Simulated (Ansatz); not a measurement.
Partial pair distribution functions of a relaxed model of amorphous Zr20O43Lu2, broadened by 0.06 Å; density 5.78 g/cm³. These are PBE, scalar-relativistic without spin-orbit coupling (plane waves to 420 eV, PAW; Ansatz, an electronic-structure program) values and carry that method's errors.

The cell was made by melting and quenching with the CHGNet potential and then relaxed with DFT. O atoms were pushed apart under 1.9 Å during the dynamics, to hinder bonds among them. The hot cell started wider than the set density and was brought back towards it in steps. It is the lowest in DFT energy of 2 quenches. It is a model cell: composition and starting density were chosen by hand, and all elements were melted together. No dispersion term was used. Its density started from a set value of 5.65 and ended at 5.78 g/cm³. Cooling (nominally 300 K/ps over its main leg) ran many orders faster than in experiment, which tends to leave more defects and strain. One small periodic cell is one sample of the glass; other quenches scatter about these values. Volume and shape were free in the relaxation. Stress components on the final sampling reach 1.1 GPa. On a 2×2×2 Γ-centred mesh force components of up to 0.21 eV/Å stay, since the relaxation ran on the zone centre alone. Cycles of charging lowered its energy after that relaxation.

| r (Å) | g Zr-O | g O-Lu | g Zr-Zr | g O-O |
|---|---|---|---|---|
| 1.80 | 0.02 | 0.00 | 0.00 | 0.00 |
| 1.90 | 0.65 | 0.00 | 0.00 | 0.00 |
| 2.00 | 4.33 | 0.04 | 0.00 | 0.00 |
| 2.10 | 7.11 | 1.07 | 0.00 | 0.00 |
| 2.20 | 5.19 | 4.20 | 0.00 | 0.00 |
| 2.30 | 2.14 | 8.24 | 0.00 | 0.01 |
| 2.40 | 0.85 | 5.66 | 0.00 | 0.23 |
| 2.50 | 0.32 | 1.90 | 0.00 | 1.13 |
| 2.60 | 0.11 | 0.13 | 0.00 | 2.12 |
| 2.70 | 0.12 | 0.01 | 0.00 | 2.37 |
| 2.80 | 0.26 | 0.33 | 0.00 | 2.52 |
| 2.90 | 0.13 | 0.53 | 0.00 | 2.53 |
| 3.00 | 0.20 | 0.05 | 0.03 | 2.29 |
| 3.10 | 0.38 | 0.00 | 0.39 | 1.66 |
| 3.20 | 0.50 | 0.00 | 1.36 | 1.22 |
| 3.30 | 0.54 | 0.00 | 2.28 | 1.07 |
| 3.40 | 0.38 | 0.00 | 3.63 | 0.74 |
| 3.50 | 0.44 | 0.03 | 3.18 | 0.63 |
| 3.60 | 0.51 | 0.32 | 2.57 | 0.65 |
| 3.70 | 0.68 | 0.46 | 1.55 | 0.69 |
| 3.80 | 1.03 | 1.43 | 2.09 | 0.61 |
| 3.90 | 1.18 | 1.20 | 1.99 | 0.71 |
| 4.00 | 1.02 | 1.39 | 1.30 | 0.87 |
| 4.10 | 1.14 | 0.89 | 0.91 | 1.01 |
| 4.20 | 1.31 | 0.67 | 0.73 | 0.95 |
| 4.30 | 1.53 | 1.00 | 0.72 | 0.86 |
| 4.40 | 1.36 | 1.69 | 0.95 | 0.78 |
| 4.50 | 1.30 | 2.51 | 0.41 | 0.60 |
| 4.60 | 1.28 | 1.69 | 0.18 | 0.70 |

Within 2.60 Å each Zr has 6.25 O neighbours on average.
